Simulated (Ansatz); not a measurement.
A self-consistent single point of AlAu (P4mm, 2 atoms in the cell) with Ansatz (a program for electronic structure)

Method of the run: LDA (PW92), default PAW files made with PBE (plane waves; Ansatz).

This input was run:

Ansatz 0.2 input:
```yaml
# AlAu
crystal:
  lattice:
    - [3.214268, 0.000000, 0.000000]
    - [0.000000, 3.214268, 0.000000]
    - [0.000000, 0.000000, 3.214268]
  atoms:
    - { symbol: Al, position: [0.000000, 0.000000, 0.015556] }
    - { symbol: Au, position: [0.500000, 0.500000, 0.500000] }
basis:
  ecutwfc: 30.9 Ry
kpoints:
  mp_grid:
    grid: [10, 10, 10]
hamiltonian:
  xc: lda
  pseudopotentials:
    kind: paw
scf:
  occupations:
    method: gaussian
    width: 0.0073 Ry
output:
  forces: true
  eigenvalues: true
  stress: true
```

Output, abridged:

```
WARN ansatz: RAYON_NUM_THREADS=1 ignored (pool sized by the plan → 1); use --threads N
Pseudopotentials: kind: paw
Pseudopotential: Al, paw, valence charge 3
Pseudopotential: Au, paw, valence charge 19
Crystal: 2 atoms, lattice volume = 33.208 Å³
Basis set: ecut = 420.4159175005146 eV, 619 PW (Γ)
Bands: 15, of which v1, the nominal top of the filled ones, is band 11 counted from 1 (10 counted from 0)
Symmetry: 8 space group operations
Space group: P4mm (ITA 99), of the structure as read, at distance tolerance 3.2e-5 Å
k-points: 126 of 1000 (time reversal used)
PAW frozen core: Al, regenerated for the run's functional, and the local potential with it
PAW frozen core: Au, regenerated for the run's functional, and the local potential with it
Initial density: superposition of atomic densities (neutral atoms: chi_scale 0, normalization atom), corrected by the library's trained network
Initial wavefunctions: pseudopotential atomic-orbital guess
Eigensolver: davidson
Functional: x = slater, c = lda
SCF iter   1: F=—  HF=-13378.385418 eV  |F-HF|=—  |Δ(HF+E_count)|=         —  Δρ=6.30e-3  dr2=8.86e-3  ethr=1.77e-3  ⟨swp⟩=4.7  Hψ=8802  notcnv=0
all-band conjugate gradients solve this SCF's bands
preconditioner: auto → none
SCF iter   2: F=—  HF=-13378.384438 eV  |F-HF|=—  |Δ(HF+E_count)|=   9.80e-4  Δρ=3.58e-3  dr2=2.87e-3  ethr=4.03e-5  ⟨swp⟩=1.0  Hψ=2898  notcnv=0
SCF iter   3: F=—  HF=-13378.383944 eV  |F-HF|=—  |Δ(HF+E_count)|=   4.94e-4  Δρ=9.20e-4  dr2=3.74e-4  ethr=1.31e-5  ⟨swp⟩=1.8  Hψ=2474  notcnv=0
SCF iter   4: F=—  HF=-13378.383848 eV  |F-HF|=—  |Δ(HF+E_count)|=   9.54e-5  Δρ=3.12e-4  dr2=2.87e-5  ethr=1.70e-6  ⟨swp⟩=2.1  Hψ=2722  notcnv=0
SCF iter   5: F=—  HF=-13378.383836 eV  |F-HF|=—  |Δ(HF+E_count)|=   1.18e-5  Δρ=5.59e-5  dr2=7.87e-7  ethr=1.31e-7  ⟨swp⟩=2.7  Hψ=3080  notcnv=0
SCF iter   6: F=-13378.383836 eV  HF=-13378.383836 eV  |F-HF|=7.32e-9  |Δ(HF+E_count)|=   9.31e-8  Δρ=5.35e-6  dr2=1.10e-8  ethr=4.55e-10  ⟨swp⟩=5.4  Hψ=7800  notcnv=0
SCF 1 converged in 6 iterations: F = -13378.383836 eV  dr2 = 1.10e-8
SCF converged after 6 iterations
Free energy (F): -13378.383836 eV
Harris-Foulkes:  -13378.383836 eV  (|F-HF|=7.32e-9)
Internal energy: -13378.378407 eV  (E = F + TS)
E sigma→0 (E₀):  -13378.381121 eV
Entropy (-TS):   -0.005430 eV (-2.715 meV/atom)
Fermi energy:    15.066822 eV
--- Per-component energies (eV) ---
  E_band       = -306.843773
  E_kinetic    = 628.283333
  E_local      = -2466.305880  (includes V_loc(G=0)·N_el)
  E_nonlocal   = 88.656299
  E_hartree    = 1058.978406
  E_xc         = -267.146512
  E_vxc        = -305.839842  (∫ρ·V_xc dr)
  E_paw        = -9865.267423  (= ΣΔE_a)
  E_vpaw       = -369.602304  (= ΣTr[D̂ρ^β])
  E_aug_tail   = 0.001282  (compensation charges beyond the density's cutoff)
  E_ewald      = -2556.156346
  E_core_change = 0.578434  (= ΣΔE_core)
  E_smearing   = -0.005430  (= −TS)
  E_closure    = -0.000000  (closes the sum)
  Σ components = -13378.383836   (vs F -13378.383836, Δ=0.00e0)
--- Forces (eV/Å), atoms counted from 1 ---
  atom   1  Al     0.00000000     0.00000000    -0.05837684
  atom   2  Au     0.00000000     0.00000000     0.05841123
  max |Σ_I F_I| component: 3.44e-5 eV/Å
--- Stress (GPa, compression-positive) ---
       -6.980695       0.000000       0.000000
        0.000000      -6.980695       0.000000
        0.000000       0.000000      -7.035503
  P = ⅓ Tr σ = -6.9990 GPa (-69.990 kbar)
  The stress holds the Pulay correction. Without it, at fixed plane waves, as pw.x and ABINIT print it: P = -7.0448 GPa
--- Band table (eV; the first three rows and the last of 126) ---
  k-point 0: bands = ["-91.8357", "-43.1232", "-43.1232", "-43.1222", "3.6848", "8.4620", "8.4634", "10.3742", "10.3765", "10.3765", "17.8903", "17.8903", "17.8959", "21.6494", "22.5449"]
  k-point 1: bands = ["-91.8356", "-43.1251", "-43.1230", "-43.1230", "3.8489", "8.4937", "8.5263", "10.2753", "10.2753", "10.3851", "16.7212", "18.1434", "18.1434", "22.0460", "22.3814"]
  k-point 2: bands = ["-91.8354", "-43.1329", "-43.1224", "-43.1224", "4.3299", "8.5787", "8.6665", "10.0290", "10.0290", "10.4138", "14.8117", "18.8467", "18.8467", "21.9469", "22.3487"]
  k-point 125: bands = ["-91.8337", "-43.1488", "-43.1488", "-43.1478", "7.9323", "7.9374", "7.9374", "11.2805", "11.2815", "14.5667", "15.9847", "15.9847", "15.9904", "17.1572", "18.7397"]
```

The run converged in 6 iterations.

The starting cell comes from a database of computed structures (which also holds hypothetical and non-ambient phases and stackings), without a prior relaxation at this level. Its lattice was rescaled by up to half a per cent. One atom was moved a little off its site on purpose. Spin-orbit coupling is off. With a pressure of about -7 GPa the cell is away from its equilibrium volume at this level. Ansatz's pressure includes its estimate of the finite-basis (Pulay) stress.
